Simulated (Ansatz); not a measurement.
This Ansatz (a first-principles code) input is the reference run, Sc in the hcp (Mg type) structure (space group P6_3/mmc, No. 194), computed with r2SCAN in Ansatz (plane waves to 500 eV, PAW, without spin-orbit coupling):

Ansatz 0.2 input:
```yaml
crystal:
  lattice:
    - [3.3294911219, 0, 0]
    - [-1.6647455609, 2.8834238932, 0]
    - [0, 0, 5.1919365926]
  atoms:
    - { symbol: Sc, position: [0.3333333333, 0.6666666667, 0.75] }
    - { symbol: Sc, position: [0.6666666667, 0.3333333333, 0.25] }
basis: { ecutwfc: 500, ecutrho_ratio: 4, xc_grid: 4, fft_grid_basis: typed }
kpoints: { mp_grid: { grid: [16, 16, 9] } }
hamiltonian:
  xc: r2scan
  dispersion: none
  pseudopotentials: { kind: paw }
scf: { occupations: { method: fermi_dirac, width: 0.05 }, convergence: { dr2_threshold: 0.0000000002 } }
output: { forces: true, stress: true }
```

**Question.** Write the input for this change: a hydrostatic pressure of 0.9 GPa.

**Answer.** 
Ansatz 0.2 input:
```yaml
crystal:
  lattice:
    - [3.3294911219, 0, 0]
    - [-1.6647455609, 2.8834238932, 0]
    - [0, 0, 5.1919365926]
  atoms:
    - { symbol: Sc, position: [0.3333333333, 0.6666666667, 0.75] }
    - { symbol: Sc, position: [0.6666666667, 0.3333333333, 0.25] }
basis: { ecutwfc: 500, ecutrho_ratio: 4, xc_grid: 4, fft_grid_basis: typed }
kpoints: { mp_grid: { grid: [16, 16, 9] } }
hamiltonian:
  xc: r2scan
  dispersion: none
  pseudopotentials: { kind: paw }
scf: { occupations: { method: fermi_dirac, width: 0.05 } }
relax: { f_tol: 0.01, max_steps: 60, cell: { stress_tol: 0.02, p_target: 0.9 } }
output: { forces: true, stress: true }
checkpoint: { write: state.ck, write_every: 1000 }
```
This is the input that was run.

Load acts through the strain it causes; cell and atoms are relaxed under it. Stability against distortions was not tested. The final runs are not spin-polarised.
